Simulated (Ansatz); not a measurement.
Input:

```
CdS
1.0
    0.00000     3.02700     3.02700
    3.02700     0.00000     3.02700
    3.02700     3.02700     0.00000
Cd S
1 1
Cartesian
  0.00000   0.00000   0.00000
  1.51350   1.51350   1.51350
```

No spin polarisation.

Method: plane-wave PAW DFT at the r2SCAN level (Ansatz, a program for electronic structure, 500 eV), no spin-orbit coupling. Γ-centred 10×10×10 mesh, Fermi–Dirac width 0.05 eV.

Predict the electron mass.

0.14 mₑ (at Γ).

Estimate the space group.

F-43m (No. 216).

What hole mass (degenerate bands, along [100]) does the calculation give?

0.15, 0.89, 0.89 mₑ (at Γ).

Predict the band gap.

1.33 eV.

The cells carry an imposed strain or load. Masses are band curvatures over ±0.01 Å⁻¹ around the edge. Stability against distortions was not tested. The cell was made from CdS in the zinc blende structure (space group F-43m, No. 216) by this change: isotropic strain +3.00 %.
